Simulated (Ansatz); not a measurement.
For Pt (model structure, started from the diamond type, Fd-3m, No. 227, 2 atoms in the cell), PBEsol in Ansatz (plane waves, PAW) gives:

- equilibrium lattice constant a = 5.688 Å
- bulk modulus B0 = 136 GPa

What does r²SCAN (Ansatz, a program for electronic structure, PAW) give for the same quantities?


- lattice constant a: 5.720 Å (goes up by 0.6 %)
- bulk modulus: 130 GPa (falls by 4.4 %)

Changes are worked out from the printed values.

Unless a cell is named, each level is at its own relaxed cell (PBEsol 23.00, r²SCAN 23.40 Å³/atom).

Levels without +SOC leave out spin–orbit coupling, which shifts energies and cells of such heavy elements.

The crystal itself was run without spin with PBEsol, r²SCAN; a magnetic state was not tried in these runs.

Caveats: the bulk modulus is −V dP/dV from two relaxed cells at ±2 % in volume (PBEsol, r²SCAN). Ansatz's density-functional and Hartree–Fock values are scalar-relativistic unless marked +SOC, with PAW data made under PBE.

A model structure was made by putting elements into a prototype or built by hand; it is no filed structure, need not be a known phase, and can be a saddle point held by its symmetry.
